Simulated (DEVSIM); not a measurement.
Structure: Si p+/n-/n+ power diode, at 300 K.

| layer (left to right) | material | thickness (μm) | Nd (cm⁻³) | Na (cm⁻³) | τn (s) | τp (s) |
|---|---|---|---|---|---|---|
| 1 | Si | 3.20 | - | 9.9e18 | 8.5e-7 | 8.5e-7 |
| 2 | Si | 28.0 | 1.7e14 | - | 8.5e-7 | 8.5e-7 |
| 3 | Si | 4.30 | 1.1e18 | - | 8.5e-7 | 8.5e-7 |

Left contact: ohmic. Right contact: ohmic. Voltage is applied to the left contact. Recombination: SRH at mid-gap, Auger. Gap narrowing is on: ΔEg = 6.92 meV × (l + √(l² + 0.5)), l = ln(N/1.3e17 cm⁻³), shared equally by both band edges. Mobility is constant in doping.

Constants are typed, rounded textbook-type inputs, not results; the design itself was drawn at random and stands for no fabricated device. Values at 300 K.

| parameter | Si |
|---|---|
| gap (eV) | 1.124 |
| affinity (eV) | 4.05 |
| permittivity | 11.7 |
| Nc (cm⁻³) | 2.86e19 |
| Nv (cm⁻³) | 3.1e19 |
| μn (cm²/Vs) | 1417 |
| μp (cm²/Vs) | 470 |
| Cn (cm⁶/s) | 2.8e-31 |
| Cp (cm⁶/s) | 9.9e-32 |

DEVSIM, 1D drift-diffusion, Boltzmann statistics, complete ionisation; no tunnelling, impact ionisation, image-force lowering or self-heating.

Tabulate band edges, carrier densities and field at -200.0 V on the left contact.

Energies count from the Fermi level of the right contact; mesh points crowd at the junctions.

```tsv
x (μm)	Ec (eV)	Ev (eV)	n (cm⁻³)	p (cm⁻³)	field (V/cm)
0.000	201.030	199.970	120	9.9e18	≈ 0
0.06748	201.030	199.970	120	9.9e18	≈ 0
0.3081	201.030	199.970	110	9.9e18	≈ 0
1.228	201.030	199.970	< 1e2	9.9e18	≈ 0
2.842	201.030	199.970	< 1e2	9.9e18	≈ 0
3.119	201.030	199.970	< 1e2	9.9e18	≈ 0
3.196	201.030	199.970	< 1e2	9.2e18	-15000
3.294	200.010	198.890	230	350000	-110000
3.628	196.410	195.280	1700	350000	-110000
4.841	183.570	182.440	7100	340000	-100000
9.567	137.240	136.120	32000	320000	-92000
25.73	23.178	22.054	210000	150000	-49000
29.79	5.315	4.191	310000	46000	-39000
30.84	1.428	0.305	350000	9800	-36000
31.16	0.279	-0.844	5.8e14	< 1e2	-35000
31.21	0.088	-1.006	9.6e17	< 1e2	-9200
31.30	0.084	-1.009	1.1e18	< 1e2	≈ 0
31.62	0.084	-1.009	1.1e18	< 1e2	≈ 0
33.67	0.084	-1.009	1.1e18	200	≈ 0
35.02	0.084	-1.009	1.1e18	300	≈ 0
35.39	0.084	-1.009	1.1e18	330	≈ 0
35.50	0.084	-1.009	1.1e18	340	≈ 0
```
